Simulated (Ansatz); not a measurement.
The parent structure is GaN in the zinc blende structure (space group F-43m, No. 216; a = 4.4554 Å).

Method: LDA/PAW in Ansatz (a first-principles code), no spin-orbit coupling.

Base values:

The electron mass is 0.18 mₑ (at Γ), the hole mass is 0.18, 0.85, 0.85 mₑ (at Γ) and the valley order is Γ 1.96 eV; X along ⟨100⟩ 3.27 eV.

One thing is altered: a hydrostatic pressure of 22.5 GPa.

Question: How does this affect the electron mass?

Answer: The electron mass becomes 0.22 mₑ (at Γ) (base: 0.18 mₑ (at Γ)).

Question: Estimate the effect on the hole mass.

Answer: The hole mass (degenerate bands, along [100]) becomes 0.23, 0.80, 0.80 mₑ (at Γ) (base: 0.18, 0.85, 0.85 mₑ (at Γ)).

Question: Estimate the effect on the valley order.

Answer: The valley order (the lowest conduction-band minima on the path, energy above the VBM, named in the base's zone) goes from Γ 1.96 eV; X along ⟨100⟩ 3.27 eV to Γ 2.55 eV; X along ⟨100⟩ 3.29 eV.

The levels and masses belong to the bands next to the band gap. Load acts through the strain it causes; cell and atoms are relaxed under it. Masses are band curvatures over ±0.01 Å⁻¹ around the edge. No phonon test of stability was made. Tetrahedral semiconductors of this kind turn to denser phases somewhere between about 1 and 50 GPa; those were not computed, so compressed cells here can lie past the real transition. This is not the structure that GaN has at room temperature and ambient pressure.
